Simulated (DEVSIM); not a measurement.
# In0.53Ga0.47As p-n junction from an implanted or diffused profile

Structure: In0.53Ga0.47As p-n junction from an implanted or diffused profile, at 300 K.

```tsv
layer (left to right)	material	thickness (μm)	Nd (cm⁻³)	τn (s)	τp (s)
1	In0.53Ga0.47As	20.0	1.7e15	3.8e-9	3.8e-9
```

Added acceptor profile: 2.6e17 cm⁻³ × exp(−(x − 0.023 μm)²/(2·(0.064 μm)²)). Left contact: ohmic. Right contact: ohmic. Voltage is applied to the left contact. Recombination: SRH at mid-gap. Mobility is constant in doping.

This is a model device: material constants are rounded textbook-type values typed into the input, and sizes, dopings and lifetimes were drawn at random. Values at 300 K.

| parameter | In0.53Ga0.47As |
|---|---|
| gap (eV) | 0.74 |
| affinity (eV) | 4.51 |
| permittivity | 13.9 |
| Nc (cm⁻³) | 2.1e17 |
| Nv (cm⁻³) | 7.7e18 |
| μn (cm²/Vs) | 12000 |
| μp (cm²/Vs) | 300 |

Simulated with DEVSIM: 1D drift-diffusion, Boltzmann statistics, complete ionisation; no tunnelling, impact ionisation, image-force lowering or self-heating.

- Potential step across the device at zero bias = 0.526 V
- Dark forward voltage at 1 A/cm² = 0.287 V
- Dark forward voltage at 100 A/cm² = 0.468 V

Dark forward current:

| V (V) | J (A/cm²) |
|---|---|
| 0.05 | 0.00040 |
| 0.10 | 0.0018 |
| 0.15 | 0.0084 |
| 0.25 | 0.26 |
| 0.30 | 1.6 |
| 0.35 | 8.8 |
| 0.40 | 33 |
| 0.45 | 81 |
| 0.55 | 220 |
| 0.60 | 310 |
| 0.65 | 410 |
| 0.70 | 510 |
| 0.80 | 730 |
| 0.85 | 850 |
| 0.90 | 980 |
| 0.95 | 1100 |
| 1.00 | 1300 |
| 1.10 | 1600 |
| 1.15 | 1700 |
| 1.20 | 1900 |

Small-signal capacitance in reverse bias (quasi-static):

```tsv
V (V)	C (nF/cm²)
-0.4	14.0
-1	10.6
-2	8.16
-3	6.88
-4	6.06
-6	5.04
-8	4.41
-10	3.97
-13	3.50
-16	3.16
-20	2.84
```
